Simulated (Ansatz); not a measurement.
Ansatz (a quantum-chemistry and plane-wave program) run on SrAg2 (Imm2, 6 atoms in the cell): self-consistent single point.

Method of the run: LDA (PW92), default PAW files made with PBE (plane waves; Ansatz).

The change in words: lattice scaled by 0.98; kpoints.mp_grid.grid: 5 5 5 → 7 7 7. Reference geometry:
```yaml
crystal:
  lattice:
    - [-2.36939, 3.86186, 4.13647]
    - [2.36939, -3.86186, 4.13647]
    - [2.36939, 3.86186, -4.13647]
  atoms:
    - { symbol: Sr, position: [0.30105, 0.05105, 0.25000] }
    - { symbol: Sr, position: [0.70499, 0.95499, 0.75000] }
    - { symbol: Ag, position: [0.28310, 0.33769, 0.94541] }
    - { symbol: Ag, position: [0.71690, 0.66231, 0.05459] }
    - { symbol: Ag, position: [0.89228, 0.33769, 0.55459] }
    - { symbol: Ag, position: [0.10772, 0.66231, 0.44541] }
```

Reference input (self-consistent single point, DFT, LDA (PW92), plane waves, default PAW files made with PBE): basis.ecutwfc = 30.9 Ry; kpoints.mp_grid.grid = 5 5 5; hamiltonian.xc = lda; hamiltonian.pseudopotentials = {kind: paw} (the program's default PAW files); scf.occupations.method = gaussian; scf.occupations.width = 0.0073 Ry. This run's input differs from it in these lines:

Ansatz 0.2 input:
```diff
@@ -2,5 +2,5 @@
   lattice:
-    - [-2.36938900, 3.86185900, 4.13646900]
-    - [2.36938900, -3.86185900, 4.13646900]
-    - [2.36938900, 3.86185900, -4.13646900]
+    - [-2.32200100, 3.78462200, 4.05374000]
+    - [2.32200100, -3.78462200, 4.05374000]
+    - [2.32200100, 3.78462200, -4.05374000]
   atoms:
@@ -15,3 +15,3 @@
 kpoints:
-  mp_grid: { grid: [5, 5, 5] }
+  mp_grid: { grid: [7, 7, 7] }
 hamiltonian:
```

Output (repeated stretches shortened):

```
SCF iter   1: F=—  HF=-36723.008525 eV  |F-HF|=—  |Δ(HF+E_count)|=         —  Δρ=9.28e-3  dr2=1.05e-1  ethr=1.77e-3  ⟨swp⟩=9.0  Hψ=16656  notcnv=0  defer=9
all-band conjugate gradients solve this SCF's bands
preconditioner: auto → Kerker (q_TF=auto, 2.554 Å⁻¹)
SCF iter   2: F=—  HF=-36722.981305 eV  |F-HF|=—  |Δ(HF+E_count)|=   2.72e-2  Δρ=3.32e-3  dr2=1.12e-2  ethr=1.10e-4  ⟨swp⟩=2.0  Hψ=5677  notcnv=0  defer=16
   [... lines left out ...]
SCF iter   4: F=—  HF=-36722.978060 eV  |F-HF|=—  |Δ(HF+E_count)|=   1.79e-4  Δρ=1.99e-4  dr2=9.53e-5  ethr=1.12e-6  ⟨swp⟩=2.8  Hψ=6627  notcnv=0  defer=16
SCF iter   5: F=—  HF=-36722.978009 eV  |F-HF|=—  |Δ(HF+E_count)|=   5.05e-5  Δρ=7.17e-5  dr2=1.17e-5  ethr=9.93e-8  ⟨swp⟩=2.1  Hψ=4738  notcnv=0  defer=16
SCF iter   6: F=—  HF=-36722.978007 eV  |F-HF|=—  |Δ(HF+E_count)|=   2.38e-6  Δρ=1.98e-5  dr2=7.79e-7  ethr=1.22e-8  ⟨swp⟩=2.4  Hψ=5291  notcnv=0  defer=16
SCF iter   7: F=-36722.978006 eV  HF=-36722.978007 eV  |F-HF|=7.12e-8  |Δ(HF+E_count)|=   1.68e-7  Δρ=7.22e-6  dr2=9.85e-8  ethr=1.04e-10  ⟨swp⟩=10.7  Hψ=18046  notcnv=0
SCF 1 converged in 7 iterations: F = -36722.978006 eV  dr2 = 9.85e-8
Free energy (F): -36722.978006 eV
Internal energy: -36722.968542 eV  (E = F + TS)
E sigma→0 (E₀):  -36722.973274 eV
Entropy (-TS):   -0.009464 eV (-1.577 meV/atom)
Fermi energy:    12.206519 eV
--- Forces (eV/Å), atoms counted from 1 ---
  atom   1  Sr     0.00000000     0.00000000    -0.17910540
  atom   2  Sr     0.00000000     0.00000000     0.04817188
  atom   3  Ag     0.00000000    -0.09240928     0.07453962
  atom   4  Ag     0.00000000     0.06872989    -0.00907336
  atom   5  Ag     0.00000000     0.09240928     0.07453962
  atom   6  Ag     0.00000000    -0.06872989    -0.00907336
--- Stress (GPa, compression-positive) ---
       -0.506833       0.000000       0.000000
        0.000000      -1.321185       0.000000
        0.000000       0.000000      -0.642106
  P = ⅓ Tr σ = -0.8234 GPa (-8.234 kbar)
  The stress holds the Pulay correction. Without it, at fixed plane waves, as pw.x and ABINIT print it: P = -0.8341 GPa
```

The run converged in 7 iterations. Against the reference run the free energy falls by 29.1 meV/atom, the pressure goes from -3.79 to -0.82 GPa and the largest force goes from 0.226 to 0.179 eV/Å.

The starting cell comes from a database of computed structures (which also holds hypothetical and non-ambient phases and stackings), without a prior relaxation at this level. Its lattice was rescaled by up to half a per cent. One atom was moved a little off its site on purpose. For this run, on top of that: lattice scaled by 0.98. Ansatz's pressure includes its estimate of the finite-basis (Pulay) stress.

Cost on one core of a shared machine: roughly 40 s.
